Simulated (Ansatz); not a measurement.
Response to strain in InSe

Base system: InSe in the beta-GaS type structure (space group P6_3/mmc, No. 194; a = 4.032 Å, c = 16.763 Å; layered, stacked along the Cartesian z axis). Axes: x lies along a and z along c of the hexagonal cell.

Strains are applied to the cell and any free atomic positions relax; under biaxial strain the out-of-plane vector relaxes too.

All numbers come from Kohn–Sham DFT with the PBE-D3(BJ) functional, run in Ansatz (a first-principles code) with PAW and 420 eV plane waves, without spin-orbit coupling, earlier PAW set.

Before the change:

The band gap is 0.37 eV.

Task: The aim is a band gap between 0.42 eV and 0.48 eV. Which of these changes reaches it?
A. biaxial strain −0.45 %, plane normal [001], relaxed out of plane
B. biaxial strain +0.54 %, plane normal [001], relaxed out of plane
C. isotropic strain −5.24 %

Result: A, biaxial strain −0.45 %, plane normal [001], relaxed out of plane. It gives 0.45 eV; biaxial strain +0.54 %, plane normal [001], relaxed out of plane gives 0.27 eV; isotropic strain −5.24 % gives 0.87 eV. Changes not listed may reach it too

Gaps are Kohn–Sham eigenvalue differences; semilocal functionals usually give less than the measured gap. Stability against distortions was not tested. The zero or small gap of InSe under biaxial strain +0.54 %, plane normal [001], relaxed out of plane can change with the level of theory.
